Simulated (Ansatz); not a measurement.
Take TiO2 in the rutile structure (space group P4_2/mnm, No. 136; a = 4.5481 Å, c = 2.9171 Å) as the base. Axes: x, y, z lie along a, b, c of the conventional cell.

Computed with Ansatz (a quantum-chemistry and plane-wave program) LDA, no SOC.

The change: the cell is scaled by 0.9820 in all directions, atoms relaxed at fixed cell.

Predict the stress tensor and what it implies for the stiffness.

Stress of the strained cell less that of the base (GPa, compression positive):
```
  14.37    0.00    0.00
   0.00   14.37    0.00
   0.00    0.00   17.70
```

Then B = −ΔP/(ΔV/V₀) with ΔV/V₀ = -0.0530 gives secant stiffness values (nonlinear terms included at this strain): B (at held cell shape, above the free-shape value) ≈ 292 GPa.

As a check, the harmonic strain energy −½ V₀ Δσ:ε is 26 meV/atom; the computed energy rise is 24 meV/atom.

Stability against distortions was not tested. The final runs are not spin-polarised.
